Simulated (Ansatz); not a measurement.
## BaHCl: pressure series

Start from BaHCl (space group P4/nmm, No. 129; a = 4.400 Å, c = 7.237 Å).

Cell and atoms are relaxed at each pressure.

Method: plane-wave PAW DFT at the r2SCAN level (Ansatz, a program for electronic structure, 500 eV), no SOC.

Before the change:

The band gap is 3.79 eV.

The aim is a band gap between 1.89 eV and 2.10 eV. Which of these changes reaches it?
A) pressure 100 GPa
B) pressure 30 GPa
C) pressure 7 GPa
D) pressure 75 GPa

B, pressure 30 GPa. It gives 2.00 eV; pressure 7 GPa gives 3.21 eV; pressure 100 GPa gives zero; pressure 75 GPa gives 0.48 eV. Changes not listed may reach it too

The mesh was chosen for an insulator and is coarse for the gapless case. Load acts through the strain it causes; cell and atoms are relaxed under it. Stability against distortions was not tested. Competing high-pressure phases were not computed. All final runs are without spin polarisation. The zero or small gap of BaHCl under pressure 100 GPa can change with the level of theory.
